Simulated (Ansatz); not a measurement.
For AlPt (Pm-3m, No. 221, 2 atoms in the cell; start mp-10903), PBEsol (plane waves, PAW; Ansatz, a program for electronic structure) gives:

* **equilibrium lattice constant a**: 3.060 Å
* **enthalpy of formation**: -0.932 eV/atom

What does r²SCAN in Ansatz (PAW) give for the same quantities?


- lattice constant a: 3.066 Å (grows by 0.2 %)
- formation enthalpy: -0.984 eV/atom (moves by -0.052 eV/atom)

Changes are worked out from the printed values.

Unless a cell is named, each level is at its own relaxed cell (PBEsol 14.33, r²SCAN 14.41 Å³/atom).

Levels without +SOC leave out spin–orbit coupling, which shifts energies and cells of such heavy elements.

The crystal itself was run without spin with r²SCAN; a magnetic state was not tried in these runs.

Caveats: the relaxation could not lower the start's symmetry, so the cell can be a saddle point above a distorted one (PBEsol, r²SCAN). Ansatz's density-functional and Hartree–Fock values are scalar-relativistic unless marked +SOC, with PAW data made under PBE.

A start named mp-… is a Materials Project structure, which need not be a measured phase.
